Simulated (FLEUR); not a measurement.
Band structure of SrPd2 (Fd-3m, 6 atoms in the cell).

```
CELL_PARAMETERS angstrom
      0.00000     3.93562     3.93562
      3.93562     0.00000     3.93562
      3.93562     3.93562     0.00000
ATOMIC_POSITIONS crystal
  Sr 0.75000 0.75000 0.75000
  Sr 0.50000 0.50000 0.50000
  Pd 0.12500 0.62500 0.12500
  Pd 0.12500 0.12500 0.12500
  Pd 0.62500 0.12500 0.12500
  Pd 0.12500 0.12500 0.62500
```

Level of theory: PBEsol, all-electron FLAPW (FLEUR), scalar-relativistic valence.

Settings: Kmax = 4.1 1/bohr; GmaxXC = 14.3 1/bohr; xcFunctional = PBEs; jspins = 1; l_soc = F; mode = hist; fermiSmearingEnergy = 0.00499791 Htr; mesh (inpgen div1-3) = 7 7 7; inpgen gamma flag = false; Gmax = 14.3 1/bohr; numbands = 0; maxIterBroyd = 15; imix = Anderson; alpha = 0.05.

The starting cell comes from a database of computed structures (which also holds hypothetical and non-ambient phases and stackings), without a prior relaxation at this level. Spin polarisation is off. Values depend on the basis (sphere radii, cutoffs, local orbitals), which need not be converged.

Levels in eV from the Fermi level, bands 39 to 46:
```tsv
point	39	40	41	42	43	44	45	46
Γ	0.00	0.00	0.00	0.52	0.52	1.07	1.07	1.07
X	-1.39	-1.39	-1.36	-1.36	0.79	0.79	2.22	2.22
W	-1.65	-1.65	-0.97	-0.97	0.35	0.35	2.67	2.67
K	-1.56	-1.51	-1.27	-0.98	0.02	1.24	2.04	2.78
L	-1.50	-1.27	-1.27	0.00	1.56	1.97	1.97	2.07
U	-1.56	-1.51	-1.27	-0.98	0.02	1.24	2.04	2.78
```
